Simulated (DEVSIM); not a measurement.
Structure: Pd/La2O3/p-Si capacitor, at 250 K.

```tsv
layer (left to right)	material	thickness (nm)	Na (cm⁻³)
1	La2O3	20.0	-
2	Si	940	3.7e17
```

Metal gate on the left, work function 5.2 eV. Fixed charge at the semiconductor interface -1.5e10 cm⁻² (in units of +e); no interface traps.

Constants are typed, rounded textbook-type inputs, not results; the design itself was drawn at random and stands for no fabricated device. Values at 300 K; Nc and Nv go as T^1.5, mobilities as T to minus their exponent, the gap by Varshni's rule with the affinity fixed.

```
parameter         La2O3        Si
----------------  -----  --------
gap (eV)            5.8     1.124
affinity (eV)       1.8      4.05
permittivity         27      11.7
Nc (cm⁻³)             -   2.86e19
Nv (cm⁻³)             -    3.1e19
Varshni α (eV/K)      -  0.000473
Varshni β (K)         -       636
```

Simulated with DEVSIM: 1D Poisson equation in equilibrium, Boltzmann statistics, complete ionisation; no quantum confinement or tunnelling. Metal contacts follow the ideal Schottky-Mott rule: no Fermi-level pinning, no interface dipoles.

The gate work function was swept, all else fixed.

```csv
gate work function (eV),threshold voltage (band bending 2φF) (V),flat-band voltage (V)
4.9,1.05,-0.19
5.05,1.20,-0.04
5.2,1.35,0.11
5.35,1.50,0.26
5.5,1.65,0.41
```

From the first row to the last the threshold voltage (band bending 2φF) goes from 1.05 to 1.65. From the first row to the last the flat-band voltage goes from -0.19 to 0.41.
